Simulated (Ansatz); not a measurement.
**What biaxial strain +1.67 %, plane normal [111], relaxed out of plane does to Rh**

Base system: Rh in the fcc (Cu type) structure (space group Fm-3m, No. 225; a = 3.755 Å; relaxed with 0.1 eV smearing). Axes: x, y, z lie along the cube axes.

Modification: tensile biaxial strain of 1.67 % in the plane normal to [111], as in epitaxy on a mismatched substrate; the out-of-plane cell vector and the atoms relax.

Level of theory: LDA (Ansatz, a quantum-chemistry and plane-wave program, PAW, no spin-orbit coupling). Γ-centred 30×30×30 mesh, Fermi–Dirac width 0.1 eV.

The volume per atom increases by 0.32 Å³ (13.24 Å³ → 13.56 Å³) and the shortest interatomic distance hardly moves (2.655 Å against 2.654 Å). The energy goes up by 15 meV/atom and the pressure (mean of the normal stresses, compression positive) goes from zero to -6.8 GPa. The band gap is still zero and the out-of-plane strain is -0.91 %. The ratio −ε⊥/ε∥ is 0.55 and the mean in-plane stress (compression positive) comes out as -10.3 GPa.

Cost of the whole job for the changed cell (relaxation, final SCF and bands): about 90 core-seconds (a rough figure).

Stability against distortions was not tested. All final runs are without spin polarisation. Rh lies near a magnetic instability that expansion can trigger; it was not tested.
